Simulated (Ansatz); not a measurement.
The parent structure is InAs in the zinc blende structure (space group F-43m, No. 216; a = 6.0869 Å).

It is then changed as follows: every lattice vector is shortened by 4.59 %; the atoms relax in the strained cell.

Levels (all Ansatz, a program for electronic structure, PAW): PBEsol (420 eV, scalar-relativistic without spin-orbit coupling); r2SCAN (500 eV, no SOC); HSE06 (420 eV, without spin-orbit coupling).

One geometry, relaxed with PBEsol, under each level:

Notes on the quantities. hole mass: degenerate bands, along [100].

```tsv
level	band gap	lowest conduction level above the VBM at special points	electron mass	hole mass	pressure
PBEsol	0.32 eV	Γ 0.32 eV; L 1.14 eV; X 1.22 eV; K 1.95 eV	–	–	10.93 GPa
r2SCAN	0.92 eV	Γ 0.92 eV; L 1.63 eV; X 1.62 eV; K 2.36 eV	0.054 mₑ (at Γ)	0.054, 0.34, 0.34 mₑ (at Γ)	12.44 GPa
HSE06	…	…	–	–	–
```

Question: Give the withheld HSE06 results.

Answer: 
- HSE06, band gap: 1.25 eV
- HSE06, lowest conduction level above the VBM at special points: Γ 1.25 eV; L 1.97 eV; X 1.90 eV

Single points use the geometry relaxed with PBEsol. Their cutoffs differ, which shifts pressures a little. Masses are band curvatures over ±0.01 Å⁻¹ around the edge. Stability against distortions was not tested. The final runs are not spin-polarised.
